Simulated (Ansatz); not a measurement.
**Ansatz (a first-principles code) run on NbTc (Cmm2, 2 atoms in the cell): self-consistent single point**

Method: LDA (PW92), default PAW files made with PBE (plane waves; Ansatz).

Input as run:

Ansatz 0.2 input:
```yaml
# NbTc
crystal:
  lattice:
    - [1.601302, -2.309882, 0.000000]
    - [1.601302, 2.309882, 0.000000]
    - [0.000000, 0.000000, 4.436542]
  atoms:
    - { symbol: Nb, position: [0.000000, 0.000000, 0.011270] }
    - { symbol: Tc, position: [0.500000, 0.500000, 0.500000] }
basis:
  ecutwfc: 36.7 Ry
kpoints:
  mp_grid: { grid: [12, 12, 8] }
hamiltonian:
  xc: lda
  pseudopotentials: { kind: paw }
scf:
  occupations: { method: gaussian, width: 0.0073 Ry }
output:
  forces: true
  eigenvalues: true
  stress: true
```

Output, abridged:

```
WARN basis.ecutwfc = 499.3289376138798 eV is below the records' recommended cutoff, and the density's cutoff is lower with it unless basis.ecutrho_ratio is …
WARN ansatz: RAYON_NUM_THREADS=1 ignored (pool sized by the plan → 1); use --threads N
Pseudopotentials: kind: paw
Pseudopotential: Nb, paw, valence charge 13
Pseudopotential: Tc, paw, valence charge 15
Crystal: 2 atoms, lattice volume = 32.820 Å³
Basis set: ecut = 499.3289376138798 eV, 833 PW (Γ)
Bands: 18, of which v1, the nominal top of the filled ones, is band 14 counted from 1 (13 counted from 0)
Symmetry: 4 space group operations
Space group: Cmm2 (ITA 35), of the structure as read, at distance tolerance 3.2e-5 Å
k-points: 215 of 1152 (time reversal used)
PAW frozen core: Nb, regenerated for the run's functional, and the local potential with it
PAW frozen core: Tc, regenerated for the run's functional, and the local potential with it
Initial density: superposition of atomic densities (chi_scale 0.1, normalization cell, long waves kept (reshape's long-wave potential 0.00 eV rms))
Initial wavefunctions: pseudopotential atomic-orbital guess
Eigensolver: davidson
Functional: x = slater, c = lda
SCF iter   1: F=—  HF=-9724.892240 eV  |F-HF|=—  |Δ(HF+E_count)|=         —  Δρ=8.01e-2  dr2=2.75e0  ethr=3.10e-3  ⟨swp⟩=5.0  Hψ=15829  notcnv=0
all-band conjugate gradients solve this SCF's bands
preconditioner: auto → none
SCF iter   2: F=—  HF=-9724.362325 eV  |F-HF|=—  |Δ(HF+E_count)|=   5.30e-1  Δρ=5.18e-2  dr2=1.58e0  ethr=3.10e-3  ⟨swp⟩=2.6  Hψ=7996  notcnv=0  defer=24
SCF iter   3: F=—  HF=-9724.036675 eV  |F-HF|=—  |Δ(HF+E_count)|=   3.26e-1  Δρ=8.39e-3  dr2=1.91e-2  ethr=3.10e-3  ⟨swp⟩=2.2  Hψ=6081  notcnv=0  defer=24
SCF iter   4: F=—  HF=-9724.036242 eV  |F-HF|=—  |Δ(HF+E_count)|=   4.34e-4  Δρ=3.65e-3  dr2=1.32e-2  ethr=6.81e-5  ⟨swp⟩=2.1  Hψ=6839  notcnv=0  defer=23
SCF iter   5: F=—  HF=-9724.033970 eV  |F-HF|=—  |Δ(HF+E_count)|=   2.27e-3  Δρ=1.71e-3  dr2=2.65e-3  ethr=4.71e-5  ⟨swp⟩=2.0  Hψ=5528  notcnv=0  defer=23
SCF iter   6: F=—  HF=-9724.033327 eV  |F-HF|=—  |Δ(HF+E_count)|=   6.44e-4  Δρ=4.61e-4  dr2=4.14e-5  ethr=9.47e-6  ⟨swp⟩=2.0  Hψ=5194  notcnv=0  defer=23
SCF iter   7: F=—  HF=-9724.033325 eV  |F-HF|=—  |Δ(HF+E_count)|=   1.45e-6  Δρ=1.15e-4  dr2=1.22e-6  ethr=1.48e-7  ⟨swp⟩=2.1  Hψ=5731  notcnv=0  defer=23
SCF iter   8: F=-9724.033326 eV  HF=-9724.033326 eV  |F-HF|=1.43e-8  |Δ(HF+E_count)|=   5.62e-7  Δρ=2.11e-5  dr2=3.58e-8  ethr=3.57e-10  ⟨swp⟩=3.7  Hψ=16889  notcnv=0
the search or the solves at the SCF's close seem to have found levels that the self-consistency loop had missed (the run counts 1) …
SCF 1 converged in 8 iterations: F = -9724.033326 eV  dr2 = 3.58e-8
SCF converged after 8 iterations
Free energy (F): -9724.033326 eV
Harris-Foulkes:  -9724.033326 eV  (|F-HF|=1.43e-8)
Internal energy: -9724.025802 eV  (E = F + TS)
E sigma→0 (E₀):  -9724.029564 eV
Entropy (-TS):   -0.007524 eV (-3.762 meV/atom)
Fermi energy:    19.520698 eV
--- Per-component energies (eV) ---
  E_band       = -145.008217
  E_kinetic    = 1016.238121
  E_local      = -1971.865174  (includes V_loc(G=0)·N_el)
  E_nonlocal   = 416.405494
  E_hartree    = 567.628108
  E_xc         = -411.373539
  E_vxc        = -505.703915  (∫ρ·V_xc dr)
  E_paw        = -6128.642925  (= ΣΔE_a)
  E_vpaw       = -235.337507  (= ΣTr[D̂ρ^β])
  E_aug_tail   = 0.000009  (compensation charges beyond the density's cutoff)
  E_ewald      = -3213.353311
  E_core_change = 0.937415  (= ΣΔE_core)
  E_smearing   = -0.007524  (= −TS)
  E_closure    = -0.000000  (closes the sum)
  Σ components = -9724.033326   (vs F -9724.033326, Δ=0.00e0)
--- Forces (eV/Å), atoms counted from 1 ---
  atom   1  Nb     0.00000000     0.00000000    -0.38156548
  atom   2  Tc     0.00000000     0.00000000     0.38157984
  max |Σ_I F_I| component: 1.44e-5 eV/Å
--- Stress (GPa, compression-positive) ---
      -15.338542       0.000000       0.000000
        0.000000     -13.224634       0.000000
        0.000000       0.000000     -16.132003
  P = ⅓ Tr σ = -14.8984 GPa (-148.984 kbar)
  The stress holds the Pulay correction. Without it, at fixed plane waves, as pw.x and ABINIT print it: P = -14.9341 GPa
--- Band table (eV; the first three rows and the last of 215) ---
  k-point 0: bands = ["-47.2666", "-35.1588", "-19.3975", "-19.1499", "-18.9998", "-11.2962", "-10.7415", "-10.5170", "12.6334", "14.6132", "16.4414", "17.9711", "18.2754", "18.9508", "20.2152", "20.4242", "21.6049", "22.2409"]
  k-point 1: bands = ["-47.2665", "-35.1595", "-19.3913", "-19.1494", "-18.9998", "-11.3097", "-10.7434", "-10.5169", "12.8060", "14.6808", "16.4935", "18.1202", "18.3013", "18.8611", "20.1564", "20.1970", "21.2666", "22.1610"]
  k-point 2: bands = ["-47.2663", "-35.1610", "-19.3762", "-19.1483", "-18.9997", "-11.3424", "-10.7480", "-10.5168", "13.2901", "14.8438", "16.6360", "18.3318", "18.5453", "18.6299", "19.4955", "20.1536", "20.5378", "21.9501"]
  k-point 214: bands = ["-47.1635", "-34.9044", "-19.6433", "-19.4010", "-19.2480", "-11.8722", "-11.2782", "-11.1255", "15.4464", "15.9705", "16.2599", "16.7937", "18.2538", "19.0883", "19.8720", "21.0058", "22.0034", "25.2864"]
```

The run converged in 8 iterations.

The starting cell comes from a database of computed structures (which also holds hypothetical and non-ambient phases and stackings), without a prior relaxation at this level. Its lattice was rescaled by up to half a per cent. One atom was moved a little off its site on purpose. Spin polarisation is off. With a pressure of about -15 GPa the cell is away from its equilibrium volume at this level. Ansatz's pressure includes its estimate of the finite-basis (Pulay) stress. The cutoff lies below the one recommended for these files.
